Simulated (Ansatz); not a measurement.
TiZn$_{3}$ (Pm-3m), PBEsol, DFPT electron-phonon coupling, linearised Boltzmann equation in Ansatz (a quantum-chemistry and plane-wave program): phonon-limited resistivity 22.0 μΩ·cm at 300 K, 29.5 μΩ·cm at 400 K, current-weighted mean free path 5.2 nm, Drude plasma energy 4.58 eV.

Question: What temperature coefficient of resistance follows, and how does it compare with 1/T?

Answer: (ρ₄₀₀ − ρ₃₀₀)/(100 K × ρ₃₀₀) = 3.41×10⁻³ K⁻¹, against 1/T = 3.33×10⁻³ K⁻¹ for a resistivity proportional to T. Impurities would add a constant and lower it.

Question: Estimate the resistivity of a 20 nm square wire with diffuse walls from ρ ≈ ρ₀(1 + 3ℓ/4d).

Answer: 1 + 0.75 × 5.2/20 = 1.20, so ρ ≈ 26.3 μΩ·cm and a line 1 μm long has 657 Ω. The formula is the free-electron limit for d well above ℓ; grain boundaries add to it.

Question: What Drude relaxation time do resistivity and plasma energy imply?

Answer: ω_p = 6.96e15 s⁻¹, so τ = 1/(ε₀ ω_p² ρ) = 10.6 fs, a damping ħ/τ of 62.1 meV.

A metal at this level (no band gap). Only scattering by harmonic phonons is included (no impurities, grain boundaries, electron-electron scattering or thermal expansion). Spin-orbit coupling is left out. Halving the electron mesh (24x24x24) moves the resistivity by up to 9 % at 300 K, the mean free path by up to 5 %. Smearing 0.20 eV; phonons on a 4x4x4 q mesh, which this run doesn't test.

Formula and space group known from diffraction (Crystallography Open Database), not checked to be the room-temperature form: TiZn3 (Pm-3m).
